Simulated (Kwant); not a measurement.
System: Ge/Si0.2Ge0.8 stack with 5 barriers. One parabolic valley. Leads of mass 0.12 mₑ with the band edge at 0; grid 0.1 nm; bias 0 V, dropping linearly over the stack.

```csv
layer,thickness (nm),band offset (eV),mass (mₑ)
1,1.4,0.12,0.14
2,3.9,0,0.12
3,1.4,0.12,0.14
4,3.9,0,0.12
5,1.4,0.12,0.14
6,3.9,0,0.12
7,1.4,0.12,0.14
8,3.9,0,0.12
9,1.4,0.12,0.14
```

Constants are typed, rounded textbook-type inputs, not results; the design itself was drawn at random and stands for no fabricated device.

Model: one-band effective-mass tight-binding model in one dimension, coherent, no space charge (Kwant).

Sweep values stay those of the base run.

The width of the first well was swept, all else fixed.

| width of the first well (nm) | transmission at E = 44.89 meV | transmission at E = 180.0 meV | transmission at E = 135.0 meV | mean transmission over the sweep |
|---|---|---|---|---|
| 2.3 | 0.48 | 0.25 | 0.12 | 0.30 |
| 3.1 | 0.82 | 0.28 | 0.056 | 0.34 |
| 3.9 | 0.98 | 0.50 | 0.041 | 0.34 |
| 4.7 | 0.66 | 0.75 | 0.048 | 0.33 |
| 5.8 | 0.33 | 0.33 | 0.13 | 0.27 |

From the first row to the last the transmission at E = 44.89 meV goes from 0.48 to 0.33. From the first row to the last the transmission at E = 180.0 meV goes from 0.25 to 0.33.
